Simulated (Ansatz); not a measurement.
Band structure of Mo₆NaSe₈ (R-3, 15 atoms in the cell).

```xyz
15
Lattice="4.7860 2.7632 3.9053 -4.7860 2.7632 3.9053 0.0000 -5.5264 3.9053" Properties=species:S:1:pos:R:3 pbc="T T T"
Mo    -0.6882     1.4059     4.7157
Mo    -0.8734    -1.2990     4.7157
Mo     1.5617    -0.1069     4.7157
Mo     0.6882    -1.4059     7.0003
Mo     0.8734     1.2990     7.0003
Mo    -1.5617     0.1069     7.0003
Na     0.0000     0.0000     0.0000
Se     1.8206     2.4703     4.8821
Se    -3.0496     0.3415     4.8821
Se     1.2290    -2.8118     4.8821
Se    -1.8206    -2.4703     6.8339
Se     3.0496    -0.3415     6.8339
Se    -1.2290     2.8118     6.8339
Se     0.0000     0.0000     2.6806
Se     0.0000     0.0000     9.0354
```

Method of the run: PBEsol, default PAW files made with PBE (plane waves; Ansatz, a first-principles code).

Settings: basis.ecutwfc = 420 eV; kpoints.mp_grid.grid = 4 4 4; hamiltonian.xc = pbesol; hamiltonian.pseudopotentials = {kind: paw} (the program's default PAW files); scf.occupations.method = gaussian; scf.occupations.width = 0.1 eV; kpoints.band_path.npoints = 10.

The starting cell comes from a database of published, mostly measured structures (it also holds non-ambient and calculated ones), without a prior relaxation at this level. Spin polarisation is off; with an odd number of electrons in the cell that forces a metal, and a magnetic state may lie lower.

Levels in eV from the Fermi level, bands 108 to 115:
```json
[
 {"point": "Γ", "108": "-0.48", "109": "-0.19", "110": "-0.19", "111": "0.25", "112": "0.25", "113": "1.71", "114": "1.73", "115": "1.73"},
 {"point": "P", "108": "-0.57", "109": "-0.51", "110": "-0.51", "111": "-0.07", "112": "-0.07", "113": "1.58", "114": "1.58", "115": "1.96"},
 {"point": "Z", "108": "-0.57", "109": "-0.51", "110": "-0.51", "111": "-0.07", "112": "-0.07", "113": "1.58", "114": "1.58", "115": "1.96"},
 {"point": "Q", "108": "-0.57", "109": "-0.51", "110": "-0.51", "111": "-0.07", "112": "-0.07", "113": "1.58", "114": "1.58", "115": "1.96"},
 {"point": "F", "108": "-0.56", "109": "-0.31", "110": "-0.21", "111": "-0.08", "112": "0.10", "113": "1.44", "114": "1.52", "115": "1.76"},
 {"point": "P1", "108": "-0.57", "109": "-0.51", "110": "-0.51", "111": "-0.07", "112": "-0.07", "113": "1.58", "114": "1.58", "115": "1.96"},
 {"point": "Q1", "108": "-0.57", "109": "-0.51", "110": "-0.51", "111": "-0.07", "112": "-0.07", "113": "1.58", "114": "1.58", "115": "1.96"},
 {"point": "L", "108": "-0.41", "109": "-0.32", "110": "-0.20", "111": "0.01", "112": "0.27", "113": "1.48", "114": "1.60", "115": "1.89"}
]
```

Bands cross the Fermi level along this path, so the cell is metallic at this level.

Keys are those of Ansatz 0.2.
